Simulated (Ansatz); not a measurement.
Consider Rh in the fcc (Cu type) structure (space group Fm-3m, No. 225; relaxed with 0.1 eV smearing).

```
Rh
1.0
    0.00000     1.87756     1.87756
    1.87756     0.00000     1.87756
    1.87756     1.87756     0.00000
Rh
1
Cartesian
  0.00000   0.00000   0.00000
```

Cartesian axes are those of the cell as printed.

The values are results of LDA (Ansatz, a first-principles code), no spin-orbit coupling, not measurements.

Before the change:

- Pressure = 0.0 GPa

The change: biaxial strain −3.00 %, plane normal [001], relaxed out of plane (Cartesian); in-plane vectors clamped, the third vector and the atoms free.

What happens to the out-of-plane strain?

The out-of-plane strain amounts to +2.81 %.

Predict the new energy relative to the base.

The energy increases by 43 meV/atom.

Predict the new pressure.

The pressure (mean of the normal stresses, compression positive) goes from zero to 12.1 GPa.

No phonon test of stability was made. All final runs are without spin polarisation.
